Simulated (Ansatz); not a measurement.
An Ansatz (a program for electronic structure) input (DFT with r2SCAN, PAW potentials and a 500 eV plane-wave cutoff in Ansatz, without spin-orbit coupling):

Ansatz 0.2 input:
```yaml
crystal:
  lattice:
    - [2.5165016546, 0, 0]
    - [0, 2.5165016546, 0]
    - [1.2582508273, -1.2582508273, 1.7928482144]
  atoms:
    - { symbol: Cu, position: [0, 0, 0] }
basis: { ecutwfc: 500, ecutrho_ratio: 4, xc_grid: 4, fft_grid_basis: typed }
kpoints: { mp_grid: { grid: [32, 32, 32] } }
hamiltonian:
  xc: r2scan
  dispersion: none
  pseudopotentials: { kind: paw }
scf: { occupations: { method: fermi_dirac, width: 0.1 } }
relax: { f_tol: 0.005, max_steps: 50, cell: { stress_tol: 0.01, fix: [a, b, gamma] } }
output: { forces: true, stress: true }
checkpoint: { write: state.ck, write_every: 1000 }
```

Problem. Which symmetry and how many k-points will the program report, and about how many plane waves at Γ?

Solution. Space group I4/mmm (ITA 139) with 16 operations, k-points 2393 of 32768, and 283 plane waves at Γ.

Problem. And the final pressure?

Solution. 0.50 GPa (compression positive).

The cells carry an imposed strain or load. Whether these cells are dynamically stable was not tested. All final runs are without spin polarisation. The cell was made from Cu in the fcc (Cu type) structure (space group Fm-3m, No. 225) by this change: biaxial strain −0.50 %, plane normal [001], relaxed out of plane.
